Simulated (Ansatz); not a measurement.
Defect: N vacancy in wurtzite AlN strained by -1.5 % along x and y, z held, charge state +1. Level of theory: PBE, PAW (plane waves to 420 eV; Ansatz, a program for electronic structure).

72-site cell at the strained lattice (strain from the relaxed PBE one, atoms relaxed), a 2×2×2 k-point mesh shifted by half a step along c, smearing 0.01 eV, spin-restricted, no finite-size correction. Static, classical nuclei. The charge state is imposed; whether it is stable for some Fermi level was not computed. Forms of the defect that were not tried may lie lower.

The step: a nearby N atom hops onto the vacant site. Atoms about the jump, Cartesian Å from the middle of the jump, before and after:

```
atom     x0     y0     z0     x1     y1     z1
----  -----  -----  -----  -----  -----  -----
N1     1.53   0.00   0.00  -1.53   0.00   0.00
Al2    0.02   0.91   0.62  -0.02   0.91   0.62
Al3   -1.54  -1.80   0.62  -1.55  -1.78   0.62
Al4    1.55  -1.78   0.62   1.54  -1.80   0.62
Al5   -1.54   0.00  -1.98  -1.55   0.00  -1.90
Al6    1.55   0.00  -1.90   1.54   0.00  -1.98
N7     0.00  -2.65   0.00   0.00  -2.65   0.00
N8     0.00   0.90  -2.49   0.00   0.89  -2.49
Al9    0.01  -2.67  -1.90  -0.01  -2.67  -1.90
N10   -1.54  -1.78  -2.49  -1.54  -1.78  -2.51
N11    1.54  -1.78  -2.51   1.54  -1.78  -2.49
N12   -0.01   0.89   2.50   0.01   0.89   2.50
N13   -0.01   2.67   0.00   0.01   2.67   0.00
N14   -1.54  -1.76   2.50  -1.54  -1.78   2.51
N15    1.54  -1.78   2.51   1.54  -1.76   2.50
Al16  -3.10   0.91   0.62  -3.08   0.90   0.61
Al17   3.08   0.90   0.61   3.10   0.91   0.62
Al18   0.00   2.69  -1.90   0.00   2.68  -1.90
Al19  -1.54   0.00   3.13  -1.55   0.00   3.12
Al20   1.55   0.00   3.12   1.54   0.00   3.13
N21   -3.08  -2.65   0.00  -3.08  -2.67   0.00
N22    3.08  -2.67   0.00   3.08  -2.65   0.00
N23   -3.08   0.90  -2.49  -3.08   0.89  -2.50
N24    3.08   0.89  -2.50   3.08   0.90  -2.49
```

Problem. Predict the transition state.

Solution. 
```
atom      x      y      z
----  -----  -----  -----
N1     0.00  -0.35  -0.23
Al2    0.00   1.13   0.75
Al3   -1.40  -1.76   0.55
Al4    1.40  -1.76   0.55
Al5   -1.41  -0.01  -1.88
Al6    1.41  -0.01  -1.88
N7     0.00  -2.88  -0.02
N8     0.00   0.99  -2.58
Al9    0.00  -2.74  -1.90
N10   -1.51  -1.78  -2.50
N11    1.51  -1.78  -2.50
N12    0.00   0.98   2.56
N13    0.00   2.79  -0.01
N14   -1.51  -1.73   2.46
N15    1.51  -1.73   2.46
Al16  -3.12   0.87   0.63
Al17   3.12   0.87   0.63
Al18   0.00   2.73  -1.93
Al19  -1.53   0.01   3.13
Al20   1.54   0.01   3.13
N21   -3.04  -2.59   0.00
N22    3.04  -2.59   0.00
N23   -3.03   0.85  -2.45
N24    3.03   0.85  -2.45
```
It lies 4.37 eV above the start and 4.37 eV above the end. The saddle point's order was not checked, and it lies on a symmetry element of the cell, where a band can be held.
